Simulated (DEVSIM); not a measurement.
# isotype n-n heterojunction Al0.35Ga0.65As/GaAs

Device: isotype n-n heterojunction Al0.35Ga0.65As/GaAs, at 250 K.

```tsv
layer (left to right)	material	thickness (μm)	Nd (cm⁻³)	τn (s)	τp (s)
1	Al0.35Ga0.65As	0.650	9.8e16	1.7e-9	1.7e-9
2	GaAs	0.130	2.3e15	1.7e-9	1.7e-9
```

Left contact: ohmic. Right contact: ohmic. Voltage is applied to the left contact. Recombination: SRH at mid-gap, radiative, Auger. Mobility is μmin + (μ − μmin)/(1 + (N/Nref)^α).

Constants are typed, rounded textbook-type inputs, not results; the design itself was drawn at random and stands for no fabricated device. Values at 300 K; Nc and Nv go as T^1.5, mobilities as T to minus their exponent, the gap by Varshni's rule with the affinity fixed.

```tsv
parameter	Al0.35Ga0.65As	GaAs
gap (eV)	1.8604	1.424
affinity (eV)	3.7935	4.07
permittivity	11.91	12.9
Nc (cm⁻³)	7.44e17	4.7e17
Nv (cm⁻³)	9e18	9e18
μn (cm²/Vs)	3495	8500
μp (cm²/Vs)	176	400
μn,min	500	500
μp,min	20	20
Nref,n	6e16	6e16
Nref,p	1.5e17	1.5e17
αn	0.39	0.39
αp	0.38	0.38
T exponent of μn	2.1	2.1
T exponent of μp	2.2	2.2
B (cm³/s)	2e-10	2e-10
Cn (cm⁶/s)	1e-30	1e-30
Cp (cm⁶/s)	1e-30	1e-30
Varshni α (eV/K)	0.000541	0.000541
Varshni β (K)	204	204
```

Simulated with DEVSIM: 1D drift-diffusion, Boltzmann statistics, complete ionisation; no tunnelling, impact ionisation, image-force lowering or self-heating. Band offsets follow the typed affinities; no thermionic-emission limit at abrupt steps, no polarisation charge.

```
Item                                             Value
---------------------------------------------  -------
Potential step across the device at zero bias  0.347 V
```

Dark forward current:

```tsv
V (V)	J (A/cm²)
0.05	140
0.20	310
0.35	500
0.50	720
0.65	980
0.80	1300
0.95	1600
1.10	1900
1.25	2200
1.40	2600
1.55	3000
1.70	3400
1.85	3900
2.00	4300
```
